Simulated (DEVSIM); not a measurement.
Device: Cr/SiO2/p-GaAs capacitor, at 300 K.

```
layer (left to right)  material  thickness (nm)  Na (cm⁻³)
---------------------  --------  --------------  ---------
1                          SiO2            9.40          -
2                          GaAs             850     5.8e17
```

Metal gate on the left, work function 4.5 eV. Fixed charge at the semiconductor interface 0 cm⁻² (in units of +e); no interface traps.

This is a model device: material constants are rounded textbook-type values typed into the input, and sizes, dopings and lifetimes were drawn at random. Values at 300 K.

```csv
parameter,SiO2,GaAs
gap (eV),9,1.424
affinity (eV),0.9,4.07
permittivity,3.9,12.9
Nc (cm⁻³),-,4.7e17
Nv (cm⁻³),-,9e18
```

DEVSIM, 1D Poisson equation in equilibrium, Boltzmann statistics, complete ionisation; no quantum confinement or tunnelling. Metal contacts follow the ideal Schottky-Mott rule: no Fermi-level pinning, no interface dipoles.

**Question.** Tabulate band edges, carrier densities and field at 1.0 V on the gate.

**Answer.** Energies count from the Fermi level of the right contact; mesh points crowd at the junctions.

```tsv
x (μm)	Ec (eV)	Ev (eV)	n (cm⁻³)	p (cm⁻³)	field (V/cm)
0.000	2.600	-6.400	< 1e2	< 1e2	1200000
0.001029	2.722	-6.278	< 1e2	< 1e2	1200000
0.002737	2.924	-6.076	< 1e2	< 1e2	1200000
0.005445	3.244	-5.756	< 1e2	< 1e2	1200000
0.008178	3.568	-5.432	< 1e2	< 1e2	1200000
0.009283	3.699	-5.301	< 1e2	< 1e2	1200000
0.01030	0.573	-0.851	1.1e8	46000	350000
0.01321	0.672	-0.752	2400000	2100000	330000
0.01802	0.819	-0.605	8100	6.3e8	290000
0.02748	1.055	-0.369	< 1e2	5.7e12	210000
0.04608	1.307	-0.117	< 1e2	9.7e16	64000
0.1025	1.353	-0.071	< 1e2	5.8e17	≈ 0
0.1936	1.353	-0.071	< 1e2	5.8e17	≈ 0
0.3727	1.353	-0.071	< 1e2	5.8e17	≈ 0
0.6580	1.353	-0.071	< 1e2	5.8e17	≈ 0
0.7575	1.353	-0.071	< 1e2	5.8e17	≈ 0
0.8082	1.353	-0.071	< 1e2	5.8e17	≈ 0
0.8339	1.353	-0.071	< 1e2	5.8e17	≈ 0
0.8495	1.353	-0.071	< 1e2	5.8e17	≈ 0
0.8549	1.353	-0.071	< 1e2	5.8e17	≈ 0
0.8577	1.353	-0.071	< 1e2	5.8e17	≈ 0
0.8594	1.353	-0.071	< 1e2	5.8e17	≈ 0
```
